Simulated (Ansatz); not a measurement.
The starting structures come from a database of crystals and need not be the phases stable at ambient conditions.

Inside the gap of an insulator the Bloch states are evanescent, with a wavenumber k + iκ along the transport direction.

Given:

```yaml
crystal:
  lattice:
    - [6.20402, 0.00000, 0.00000]
    - [0.00000, 9.94778, 0.00000]
    - [0.00000, 4.19218, 4.91208]
  atoms:
    - { symbol: Mg, position: [0.00288, 0.50000, 0.15456] }
    - { symbol: Mg, position: [0.50288, 0.00000, 0.34544] }
    - { symbol: Si, position: [0.50114, 0.50000, 0.82213] }
    - { symbol: Si, position: [0.00114, 0.00000, 0.67787] }
    - { symbol: Cu, position: [0.99323, 0.24762, 0.92969] }
    - { symbol: Cu, position: [0.49323, 0.25238, 0.57031] }
    - { symbol: Cu, position: [0.99323, 0.75238, 0.42493] }
    - { symbol: Cu, position: [0.49323, 0.74762, 0.07507] }
    - { symbol: S, position: [0.62318, 0.27079, 0.89084] }
    - { symbol: S, position: [0.12318, 0.22921, 0.60916] }
    - { symbol: S, position: [0.62318, 0.72921, 0.43242] }
    - { symbol: S, position: [0.12318, 0.77079, 0.06758] }
    - { symbol: S, position: [0.15377, 0.50000, 0.80584] }
    - { symbol: S, position: [0.65377, 0.00000, 0.69416] }
    - { symbol: S, position: [0.60448, 0.50000, 0.14068] }
    - { symbol: S, position: [0.10448, 0.00000, 0.35932] }
```

Space group of this cell: Pmn2_1. The cell is taken as given; by PBEsol its mean pressure is -2.6 GPa.

Transport runs along the normal of the first two printed cell vectors.

The gap is the functional's own, uncorrected, and κ follows it; spin-orbit coupling is left out. Mid-gap values are interpolated between the computed energies.

### Question
State the band gap and the smallest decay constant κ at mid-gap according to PBEsol run with Ansatz (an electronic-structure program).

### Answer
Gap 1.58 eV on a 6×6×6 mesh; κ = 0.165 1/Å, at the zone centre.
